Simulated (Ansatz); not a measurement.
Levels about the gap of amorphous Si24O53Nb2 (79 atoms in a cell of 1254 Å³, 2.26 g/cm³; zone centre alone, so wide bands show as single levels with stretches between that a denser mesh fills), at the geometry that PBE relaxed, where it gives 0.0 GPa on a denser mesh. Exact exchange is cut at the faces of this small cell, which leaves a finite-size error. The participation number counts the atoms over which a state spreads; weights are charges in smoothed Voronoi cells. The levels come from a single point, so bond lengths are those of that geometry. Method of the levels: HSE06, scalar-relativistic without spin-orbit coupling (Ansatz, a program for electronic structure). Sampling: the zone centre alone; Fermi-Dirac width 0.01 eV; collinear spin, started from moments on atoms (the moments died out). At PBE the levels at both edges of the gap are localised (band-tail or defect states), and the nearest spread-out levels lie 5.6 eV apart at the zone centre.

The cell was made by melting and quenching with the CHGNet potential and then relaxed with DFT. O atoms were pushed apart under 1.9 Å during the dynamics, to hinder bonds among them. The hot cell started wider than the set density and was brought back towards it in steps. It is the lowest in DFT energy of 2 quenches. It is a model cell: composition and starting density were chosen by hand, and all elements were melted together. No dispersion term was used. Its density started from a set value of 2.40 and ended at 2.26 g/cm³. Cooling (nominally 480 K/ps over its main leg) ran many orders faster than in experiment, which tends to leave more defects and strain. Values belong to this one cell and scatter from quench to quench. The volume was free in the relaxation, at fixed shape. Stress components on the final sampling reach 1.1 GPa.

| E - E(highest filled), eV | filling | spin | participation number | largest on | weight O | weight Nb | weight Si |
|---|---|---|---|---|---|---|---|
| -0.58 | filled | up | 6.2 | O, 1 neighbours | 0.91 | 0.06 | 0.02 |
| -0.45 | filled | dn | 4.5 | O, 2 neighbours | 0.94 | 0.03 | 0.03 |
| -0.45 | filled | up | 4.5 | O, 2 neighbours | 0.94 | 0.03 | 0.03 |
| -0.15 | filled | dn | 2.8 | O, 1 neighbours | 0.94 | 0.05 | 0.02 |
| -0.15 | filled | up | 2.8 | O, 1 neighbours | 0.94 | 0.05 | 0.02 |
| 0.00 | filled | dn | 2.9 | O, 1 neighbours | 0.93 | 0.05 | 0.02 |
| 0.00 | filled | up | 2.9 | O, 1 neighbours | 0.93 | 0.05 | 0.02 |
| 4.85 | empty | dn | 2.4 | Nb, 6 neighbours | 0.33 | 0.64 | 0.03 |
| 4.85 | empty | up | 2.4 | Nb, 6 neighbours | 0.33 | 0.64 | 0.03 |
| 5.07 | empty | dn | 2.4 | Nb, 6 neighbours | 0.34 | 0.64 | 0.03 |
| 5.07 | empty | up | 2.4 | Nb, 6 neighbours | 0.34 | 0.64 | 0.03 |
| 5.46 | empty | dn | 2.5 | Nb, 6 neighbours | 0.36 | 0.61 | 0.03 |
| 5.46 | empty | up | 2.5 | Nb, 6 neighbours | 0.36 | 0.61 | 0.03 |
| 5.82 | empty | up | 2.3 | Nb, 5 neighbours | 0.30 | 0.66 | 0.04 |

Most localised among these is the empty level at +5.82 eV, on a Nb atom, which has 5 neighbours (O 1.73 Å, O 1.88 Å, O 1.95 Å, O 2.10 Å, O 2.45 Å).
